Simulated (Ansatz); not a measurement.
We consider spinel FeAl2O4, described by LDA in Ansatz (plane waves, PAW).

Settings: plane-wave cutoff 520 eV, 12×12×12 k mesh, Fermi–Dirac smearing 0.05 eV, spin-polarised with parallel moments, scalar-relativistic PAW data made under PBE.

Computed at the level's own relaxed cell.

Q: Give the computed volume per atom, bulk modulus, equilibrium lattice constant a and pressure derivative B′ of the bulk modulus.

A: 
- volume per atom: 9.30 Å³/atom
- bulk modulus: 217 GPa
- equilibrium lattice constant a: 8.045 Å
- pressure derivative B′ of the bulk modulus: 4.2

Note: the magnetic order was assumed, not searched for or taken from measurement; functionals without U or exact exchange can leave correlated insulators metallic, so the missing gap need not be real.

Computed values are for the static lattice.

It cost roughly 21 core-minutes of CPU time.

Ansatz is a first-principles code.
